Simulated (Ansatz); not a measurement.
# MoGe (model structure, started from the TiAs type, P6₃/mmc, No. 194, 8 atoms in the cell): properties by level of theory

| level (code) | lattice constant a (Å) | c axis length (Å) | formation enthalpy (eV/atom) |
|---|---|---|---|
| PBE (Ansatz) | 3.021 | 15.960 | 0.091 |
| PBEsol (Ansatz) | (withheld) | 15.839 | 0.023 |
| PBE-D3(BJ) (Ansatz) | (withheld) | (withheld) | 0.027 |

Question: Complete the blanks.

Answer: 
- PBEsol (Ansatz, an electronic-structure program), lattice constant a (Å): 2.981
- PBE-D3(BJ) (Ansatz), lattice constant a (Å): 2.975
- PBE-D3(BJ) (Ansatz), c axis length (Å): 15.918

Ansatz's density-functional and Hartree–Fock values are scalar-relativistic unless marked +SOC, with PAW data made under PBE.

Static lattice: no zero-point or thermal effects.

A model structure was made by putting elements into a prototype or built by hand; it is no filed structure, need not be a known phase, and can be a saddle point held by its symmetry.
